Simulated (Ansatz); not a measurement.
```
CELL_PARAMETERS angstrom
     23.00000     0.00000     0.00000
      0.00000    14.50000     0.00000
      0.00000     0.00000     3.14637
ATOMIC_POSITIONS crystal
  S  0.23619 0.39733 0.00000
  S  0.23619 0.60267 0.00000
  W  0.28026 0.50000 0.50000
  S  0.36005 0.39107 0.50000
  S  0.36005 0.60893 0.50000
  W  0.40051 0.50000 0.00000
  S  0.48047 0.39121 0.00000
  S  0.48047 0.60879 0.00000
  W  0.52086 0.50000 0.50000
  S  0.60109 0.39172 0.50000
  S  0.60109 0.60828 0.50000
  W  0.64207 0.50000 0.00000
  S  0.72319 0.38787 0.00000
  S  0.72319 0.61213 0.00000
  W  0.75451 0.50000 0.50000
```

Computed with PBE (plane waves to 420 eV, PAW; Ansatz, a quantum-chemistry and plane-wave program). Mesh 1×1×20. Collinear spin, started with opposed moments, and moments remain. It repeats along c; a and b span vacuum. A model structure. Only distortions within the start's symmetry and period were free. Values not marked SOC lack spin–orbit coupling. Fermi–Dirac width 0.05 eV. The two edges differ, and the field of the images 11 Å away isn't corrected. Buckling under compression is shut out by symmetry and the short period.

Say what this body is, and give its properties.

Zigzag WS2 nanoribbon, N = 5, bare edges. An idealised model, cut from the flat sheet.
| Quantity | Value |
|---|---|
| largest distance between nuclei across the axis | 12.01 Å |
| edge energy against the flat WS2 sheet, per length of one edge | +0.748 eV/Å |
| net spin moment | 0.62 μB a period |
| PBE gap | none (under 0.01 eV) |
| axial stiffness dF/dε | 185 nN |
